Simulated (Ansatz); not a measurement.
Consider a periodic stack without vacuum, beta tin (1 0 0) on wurtzite ZnO (0 0 1) (film strained to the substrate, started from cuts of the bulks and a machine-learned relaxation; slabs Zn12O12 and Sn8, which can lie off the formulas): substrate slab Zn12O12, film Sn8, surface cells [[-1, 1], [-1, -1]] and [[1, 0], [0, 1]], film strained by -4.3 and +1.7 %, outermost planes O/Zn and Sn/Sn as cut, which need not be the usual terminations and can put a slab off its formula. Its start:

```yaml
crystal:
  lattice:
    - [5.68024, 0.00000, -0.08782]
    - [0.00000, 3.27949, 0.01771]
    - [-0.41646, 0.96452, 28.41566]
  atoms:
    - { symbol: Zn, position: [0.28756, 0.01725, 0.06661] }
    - { symbol: Zn, position: [0.78758, 0.51870, 0.06713] }
    - { symbol: Zn, position: [0.63032, 0.98876, 0.16035] }
    - { symbol: Zn, position: [0.13168, 0.48898, 0.16061] }
    - { symbol: O, position: [0.29379, 0.99692, 0.13730] }
    - { symbol: O, position: [0.79480, 0.49685, 0.13775] }
    - { symbol: O, position: [0.61677, 0.02819, 0.04435] }
    - { symbol: O, position: [0.11594, 0.52622, 0.04429] }
    - { symbol: Zn, position: [0.31249, 0.95404, 0.25403] }
    - { symbol: Zn, position: [0.81225, 0.45387, 0.25348] }
    - { symbol: Zn, position: [0.66389, 0.91812, 0.34658] }
    - { symbol: Zn, position: [0.16243, 0.41832, 0.34698] }
    - { symbol: O, position: [0.32585, 0.92601, 0.32495] }
    - { symbol: O, position: [0.82688, 0.42577, 0.32440] }
    - { symbol: O, position: [0.64149, 0.96180, 0.23084] }
    - { symbol: O, position: [0.14291, 0.46198, 0.23108] }
    - { symbol: Zn, position: [0.34866, 0.88698, 0.43976] }
    - { symbol: Zn, position: [0.84338, 0.38656, 0.44042] }
    - { symbol: Zn, position: [0.70349, 0.85273, 0.54142] }
    - { symbol: Zn, position: [0.19656, 0.35721, 0.53009] }
    - { symbol: O, position: [0.36522, 0.86378, 0.51126] }
    - { symbol: O, position: [0.85773, 0.36387, 0.51140] }
    - { symbol: O, position: [0.67668, 0.89440, 0.41751] }
    - { symbol: O, position: [0.17517, 0.39441, 0.41840] }
    - { symbol: Sn, position: [0.91033, 0.76792, 0.74342] }
    - { symbol: Sn, position: [0.41216, 0.27447, 0.74442] }
    - { symbol: Sn, position: [0.36126, 0.30588, 0.63676] }
    - { symbol: Sn, position: [0.85638, 0.81723, 0.63040] }
    - { symbol: Sn, position: [0.07978, 0.57018, 0.96306] }
    - { symbol: Sn, position: [0.58215, 0.08135, 0.96343] }
    - { symbol: Sn, position: [0.45987, 0.20910, 0.85505] }
    - { symbol: Sn, position: [0.95788, 0.72592, 0.85407] }
```

The start was prepared with a machine-learned potential, and the result is one local minimum, with the in-plane cell held and forces under 0.04 eV/Å; the film can end far from its bulk form.

Computed with PBE (plane waves to 420 eV, PAW; Ansatz, a quantum-chemistry and plane-wave program). Scalar-relativistic, without spin–orbit coupling; the runs are not spin-polarised. Its k-point mesh 6×10×1, Fermi–Dirac width 0.05 eV.

Problem. Predict the relaxed interface.

Solution. 
- interface area = 18.6 Å²
- period = 28.31 Å
- heights between the nearest atoms of the two slabs at the two interfaces = 2.75 and 2.26 Å
- O–Sn contacts across the interfaces within 1.22 times the sum of covalent radii = 2, mean 2.26 Å
- Sn–Zn contacts across the interfaces within 1.22 times the sum of covalent radii = 2, mean 2.75 Å
